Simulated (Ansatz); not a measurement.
Worked example: relaxation of the atoms of MoRu₃ (P3m1, 8 atoms in the cell) in Ansatz (a first-principles code).

Method of the run: LDA (PW92), default PAW files made with PBE (plane waves; Ansatz).

The change in words: one atom moved by 0.15 angstrom; relax: default → atoms; relax.f_tol: default → 0.02 eV/Å. Reference geometry:
```yaml
crystal:
  lattice:
    - [5.44779, 0.00000, 0.00000]
    - [-2.72389, 4.71792, 0.00000]
    - [0.00000, 0.00000, 4.32848]
  atoms:
    - { symbol: Mo, position: [0.66667, 0.33333, 0.25000] }
    - { symbol: Mo, position: [0.33333, 0.66667, 0.75000] }
    - { symbol: Ru, position: [0.83388, 0.16612, 0.75000] }
    - { symbol: Ru, position: [0.16612, 0.83388, 0.25000] }
    - { symbol: Ru, position: [0.66776, 0.83388, 0.25000] }
    - { symbol: Ru, position: [0.33224, 0.16612, 0.75000] }
    - { symbol: Ru, position: [0.83388, 0.66776, 0.75000] }
    - { symbol: Ru, position: [0.16612, 0.33224, 0.25000] }
```

Reference input (self-consistent single point, DFT, LDA (PW92), plane waves, default PAW files made with PBE): basis.ecutwfc = 420 eV; kpoints.mp_grid.grid = 5 5 6; hamiltonian.xc = lda; hamiltonian.pseudopotentials = {kind: paw} (the program's default PAW files); scf.occupations.method = fermi_dirac; scf.occupations.width = 0.1 eV. This run's input differs from it in these lines:

```diff
@@ -7,3 +7,3 @@
   atoms:
-    - { symbol: Mo, position_ang: [2.723896, 1.572639, 1.082121] }
+    - { symbol: Mo, position_ang: [2.723896, 1.572639, 1.232121] }
     - { symbol: Mo, position_ang: [-0.000003, 3.145284, 3.246364] }
@@ -24,2 +24,4 @@
   occupations: { method: fermi_dirac, width: 0.1 eV }
+relax:
+  f_tol: 0.02
 output:
```

Log, with long lists cut:

```
   [... SCF lines of the steps left out ...]
relax step   1: F+E_penalty+E_count = -44235.92728033 eV  Δ(F+E_penalty+E_count) = +0.000e0 eV  max|allowed force component| = 1.371e0 eV/Å  Δτ_max = 0.0000 Å  (6 SCF iters, dr2 threshold 1.00e-5 eV, accepted)
relax step   2: F+E_penalty+E_count = -44236.01992084 eV  Δ(F+E_penalty+E_count) = -9.264e-2 eV  max|allowed force component| = 2.978e-1 eV/Å  Δτ_max = 0.0973 Å  (6 SCF iters, dr2 threshold 1.00e-4 eV, accepted)
relax step   3: F+E_penalty+E_count = -44236.02843680 eV  Δ(F+E_penalty+E_count) = -8.516e-3 eV  max|allowed force component| = 4.347e-3 eV/Å  Δτ_max = 0.0336 Å  (6 SCF iters, dr2 threshold 5.54e-6 eV, accepted)
relax step   4: F+E_penalty+E_count = -44236.02843680 eV  Δ(F+E_penalty+E_count) = -1.033e-9 eV  max|allowed force component| = 4.341e-3 eV/Å  Δτ_max = 0.0000 Å  (6 SCF iters, accepted)
the relaxation is at rest under the 6 symmetry operations that the run kept from its start: a minimum is not shown …
Stability not checked: this state was not tested for a lower state beside it, because too few of the mixer's solves of this state at the end of the SCF gave a …
Free energy (F): -44236.028437 eV
Internal energy: -44235.787352 eV  (E = F + TS)
E sigma→0 (E₀):  -44235.907894 eV
Entropy (-TS):   -0.241085 eV (-30.136 meV/atom)
Fermi energy:    22.607490 eV
--- Forces (eV/Å), atoms counted from 1 ---
  atom   1  Mo    -0.00000000    -0.00000000    -0.00266928
   [... lines left out ...]
    - { symbol: Ru, position: [0.6670365377239809, 0.8335182688619904, 0.2543381936329086] }
    - { symbol: Ru, position: [0.3329575067011068, 0.16647875335055345, 0.7543266775749002] }
    - { symbol: Ru, position: [0.8335212466494468, 0.6670424932988934, 0.7543266775749002] }
    - { symbol: Ru, position: [0.16648173113800951, 0.33296346227601914, 0.2543381936329086] }
```

The run converged.  The full log also holds: “iter 5 did not close the SCF: its close was put off for the readings that it lacked (scf_convergence_deferred on its scf_iter line)”. The full log also holds: “iter 4 did not close the SCF: its close was put off for the readings that it lacked (scf_convergence_deferred on its scf_iter line)”.

Summary of the result:
* **Free energy E − TS (on the zero of these files)**: -44236.0284 eV
* **Fermi level (on the code's own zero)**: 22.61 eV
* **Pressure**: -8.68 GPa
* **Largest force (vector length)**: 0.004 eV/Å
* **Relaxation steps**: 4

The starting cell comes from a database of computed structures (which also holds hypothetical and non-ambient phases and stackings), without a prior relaxation at this level. Its lattice was rescaled by up to half a per cent. For this run, on top of that: one atom moved by 0.15 angstrom. Spin polarisation is off. The relaxation keeps the symmetry of its start, so its end need not be a minimum. Ansatz's pressure includes its estimate of the finite-basis (Pulay) stress.

Cost on one core of a shared machine: roughly 70 s.

Keys are those of Ansatz 0.2.
